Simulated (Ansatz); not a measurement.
Input:

End structure of a constructed model of the (100) surface of fcc Rh, a layer of Ru in place of the second plane (bottom of the slab: a bare face, its two planes held):

```xyz
6
Lattice="2.7082 0.0000 0.0000 0.0000 2.7082 0.0000 0.0000 0.0000 26.0000" Properties=species:S:1:pos:R:3 pbc="T T T"
Rh     1.3541     1.3541     8.1885
Rh     0.0000     0.0000    10.1035
Rh     1.3541     1.3541    11.9944
Rh     0.0000     0.0000    13.9645
Ru     1.3541     1.3541    15.8537
Rh     0.0000     0.0000    17.6431
```

Slab: 6 atoms, 9.6 Å thick at the start (thin: gaps and levels are the slab's own); k 14x14x1, smearing 0.1 eV, dipole-corrected; 2 atoms held, the rest relaxed; start symmetry kept, larger cells not searched; no spin, no spin-orbit, no U. It is one candidate, not shown to be the stable structure of the face.

**Question.** Give the work function of the top face at the level PBE in Ansatz (a first-principles code).

**Answer.** 4.84 eV
